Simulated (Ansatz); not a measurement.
Consider the following.

```
CELL_PARAMETERS angstrom
      3.85469     0.00000     0.00000
      0.00000     3.85469     0.00000
      0.00000     0.00000     3.85469
ATOMIC_POSITIONS crystal
  Ta 0.50000 0.50000 0.50000
  Ru 0.50000 0.00000 0.00000
  Ru 0.00000 0.50000 0.00000
  Ru 0.00000 0.00000 0.50000
```

Computed with PBEsol, DFPT electron-phonon coupling, linearised Boltzmann equation (plane waves, PAW, scalar-relativistic; Ansatz, an electronic-structure program). Geometry: relaxed with this functional, without spin-orbit coupling.

Problem. Estimate the phonon-limited resistivity at 300 K, by direction if it differs.

Solution. 12.2 μΩ·cm.

Problem. And the electrons' mean free path at that temperature?

Solution. 5.2 nm, weighted by the current that each state carries. Wires not much wider than this gain resistivity from their walls.

A metal at this level (no band gap). Only scattering by harmonic phonons is included (no impurities, grain boundaries, electron-electron scattering or thermal expansion). Spin-orbit coupling is left out, which matters with elements this heavy. Halving the electron mesh (24x24x24) moves the resistivity by up to 2 % at 300 K, the mean free path by up to 3 %. Smearing 0.20 eV; phonons on a 4x4x4 q mesh, which this run doesn't test.

Computed structure with no diffraction record at hand here (it may be known, metastable or hypothetical): TaRu3 (Pm-3m).
